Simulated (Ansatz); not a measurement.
**Variants of one calculation on Fe₂O₃ (R-3c, 10 atoms in the cell)**

```yaml
crystal:
  lattice:
    - [2.53984, 1.46638, 4.58041]
    - [-2.53984, 1.46638, 4.58041]
    - [0.00000, -2.93275, 4.58041]
  atoms:
    - { symbol: Fe, position: [0.85482, 0.85482, 0.85482], spin: 4.0 }
    - { symbol: Fe, position: [0.14518, 0.14518, 0.14518], spin: 4.0 }
    - { symbol: Fe, position: [0.64518, 0.64518, 0.64518], spin: 4.0 }
    - { symbol: Fe, position: [0.35482, 0.35482, 0.35482], spin: 4.0 }
    - { symbol: O, position: [0.44460, 0.75000, 0.05540] }
    - { symbol: O, position: [0.55540, 0.25000, 0.94460] }
    - { symbol: O, position: [0.05540, 0.44460, 0.75000] }
    - { symbol: O, position: [0.94460, 0.55540, 0.25000] }
    - { symbol: O, position: [0.75000, 0.05540, 0.44460] }
    - { symbol: O, position: [0.25000, 0.94460, 0.55540] }
```
(The spins are starting values, not results.)

Base run A: LDA (PW92)+U, harder PAW files (source: ansatz) made with PBE run with Ansatz (a quantum-chemistry and plane-wave program), self-consistent single point.

Its settings: basis.ecutwfc = 930 eV; kpoints.mp_grid.grid = 5 5 5; hamiltonian.xc = lda; hamiltonian.pseudopotentials = {kind: paw, source: ansatz}; hamiltonian.hubbard.sites = [{species: Fe, l: d, u_eff: 5.3}] eV; hamiltonian.hubbard.projectors = ortho-atomic; magnetization.spin_polarized = true; scf.occupations.method = gaussian; scf.occupations.width = 0.05 eV.

The starting cell comes from a database of computed structures (which also holds hypothetical and non-ambient phases and stackings), without a prior relaxation at this level. Its lattice was rescaled by a random factor within 2.5 % of one. The magnetic order is the one reached from the typed start; others were not searched systematically. With U or open f shells several self-consistent states can exist. The program warned that, by what it read of turns of the moments, another magnetic order lies lower. In the base run, with a pressure of about -3 GPa the cell is away from its equilibrium volume at this level. Ansatz's pressure includes its estimate of the finite-basis (Pulay) stress.

ΔF is the free energy per atom less that of run A. A dash stands where there is no value to compare (another energy zero or no entropy term, no result, no spin, no clean gap, or a mesh too coarse for one). 

These are the values that this program gave, and no reference: magnets with a U can end in a higher state.

Run A gave: pressure (GPa) -3.01; largest force (eV/Å) 0.195; gap on the mesh (eV) 1.135; size of the net moment (μB/atom) 2.00; Hubbard energy (eV/atom) 0.663.

Runs:
- B: scf.convergence.dr2_threshold: default (1e-07 eV) → 1e-08 eV
- C: hamiltonian.hubbard.sites: [{species: Fe, l: d, u_eff: 5.3}] eV → [{species: Fe, l: d, u_eff: 1.0}] eV
- D: opposed starting moments (4 -4 -4 4 0 0 0 0 0 0 μB)
- E: scf.occupations.method: gaussian → cold; scf.occupations.width: 0.05 eV → 0.3 eV; width narrowed by the program to 0.1570 eV
- F: scf.mixing.algorithm: default (the program chose MSR1) → broyden; scf.mixing.beta: default → 0.5
- G: scf.mixing.preconditioner: default (the program chose Resta) → kerker; scf.mixing.q_tf: default → 0.5
- H: scf.mixing.algorithm: default (the program chose MSR1) → msr1; scf.mixing.ndim: default → 4
- I: scf.eigensolver.kind: default (the program chose band_cg) → davidson

Q: What does run D change against A?

A: The free energy falls by 52.8 meV/atom, the pressure goes from -3.01 to -6.23 GPa, the largest force goes from 0.195 to 0.269 eV/Å, the gap on the mesh goes from 1.135 to 1.826 eV and the size of the net moment goes from 2.00 to 0.00 μB/atom.

Q: What does run C change against A?

A: The pressure goes from -3.01 to -14.19 GPa, the largest force goes from 0.195 to 0.498 eV/Å, no clean gap remains on the mesh (levels overlap or are partly filled), against 1.13 eV before and the size of the net moment goes from 2.00 to 1.67 μB/atom.

```csv
run,ΔF (meV/atom),pressure (GPa),largest force (eV/Å),gap on the mesh (eV),size of the net moment (μB/atom),Hubbard energy (eV/atom)
A,0.00,-3.01,0.195,1.135,2.00,0.663
B,0.00,-3.01,0.195,1.135,2.00,0.663
C,–,-14.19,0.498,–,1.67,0.216
D,-52.8,-6.23,0.269,1.826,0.00,0.719
E,0.00,-3.01,0.195,1.135,2.00,0.663
F,0.00,-3.01,0.195,1.135,2.00,0.663
G,0.00,-3.01,0.195,1.135,2.00,0.663
H,0.00,-3.01,0.195,1.135,2.00,0.663
I,0.00,-3.01,0.195,1.135,2.00,0.663
```

Keys are those of Ansatz 0.2.
